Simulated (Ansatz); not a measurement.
We consider Mg₂Pt (I4/mcm, No. 140, 6 atoms in the cell; start mp-13208), described by PBEsol in Ansatz (PAW).

Settings: plane-wave cutoff 520 eV, 14×14×14 k mesh, Fermi–Dirac smearing 0.05 eV, scalar-relativistic PAW data made under PBE.

Cell (relaxed at this level):

Mg2Pt is taken in the tetragonal space group I4/mcm (No. 140), Pearson symbol tI12. Cell: a = b = 6.316 Å, c = 5.607 Å, α = β = γ = 90.00°. Mg on 8h is surrounded by 4 Pt at 2.706 Å and 2 Mg at 3.057 Å and 5 Mg at 3.247–3.273 Å and 4 Mg at 3.624 Å. Pt on 4a sees 8 Mg at 2.706 Å and 2 Pt at 2.804 Å. (Neighbours: up to the widest gap in distance over summed covalent radii, below 1.35, at either atom.)
(The calculation used a cell of 6 atoms; values per cell refer to that cell.)

Problem. Give the computed bulk modulus B0.

Solution. 
- bulk modulus B0 = 75.7 GPa

The run finds no gap.

Note: the bulk modulus is −V dP/dV from two relaxed cells at ±2 % in volume; the relaxation could not lower the start's symmetry, so the cell can be a saddle point above a distorted one.

Spin–orbit coupling is not included.

Computed values are for the static lattice.

Cost on a shared machine: around 7 core-minutes (rough).

A start named mp-… is a Materials Project structure, which need not be a measured phase.

Ansatz is a quantum-chemistry and plane-wave program.
